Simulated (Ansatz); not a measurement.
Si3N4, treated with LDA (Ansatz, a quantum-chemistry and plane-wave program, PAW).

Settings: plane-wave cutoff 520 eV, 6×6×16 k mesh (along the axes of the cell as run), Fermi–Dirac smearing 0.03 eV, scalar-relativistic PAW data made under PBE.

Starting structure:

```
CELL_PARAMETERS angstrom
      7.60930     0.00000     0.00000
     -3.80465     6.58985     0.00000
      0.00000     0.00000     2.90790
ATOMIC_POSITIONS crystal
  Si 0.17420 0.76780 0.25000
  Si 0.40640 0.17420 0.75000
  Si 0.23220 0.40640 0.25000
  Si 0.82580 0.23220 0.75000
  Si 0.59360 0.82580 0.25000
  Si 0.76780 0.59360 0.75000
  N  0.33333 0.66667 0.25000
  N  0.66667 0.33333 0.75000
  N  0.32900 0.03900 0.25000
  N  0.29000 0.32900 0.75000
  N  0.96100 0.29000 0.25000
  N  0.67100 0.96100 0.75000
  N  0.71000 0.67100 0.25000
  N  0.03900 0.71000 0.75000
```

Problem. Into what structure does the relaxation of cell and atoms lead at this level, with the symmetry of the start kept?

Solution. The volume shrinks by 1.5 %; final space group P6_3/m.
```
CELL_PARAMETERS angstrom
      7.57392     0.00000     0.00000
     -3.78696     6.55921     0.00000
      0.00000     0.00000     2.89155
ATOMIC_POSITIONS crystal
  Si 0.17382 0.76745 0.25000
  Si 0.40637 0.17382 0.75000
  Si 0.23255 0.40637 0.25000
  Si 0.82618 0.23255 0.75000
  Si 0.59363 0.82618 0.25000
  Si 0.76745 0.59363 0.75000
  N  0.33333 0.66667 0.25000
  N  0.66667 0.33333 0.75000
  N  0.33014 0.02950 0.25000
  N  0.30064 0.33014 0.75000
  N  0.97050 0.30064 0.25000
  N  0.66986 0.97050 0.75000
  N  0.69936 0.66986 0.25000
  N  0.02950 0.69936 0.75000
```
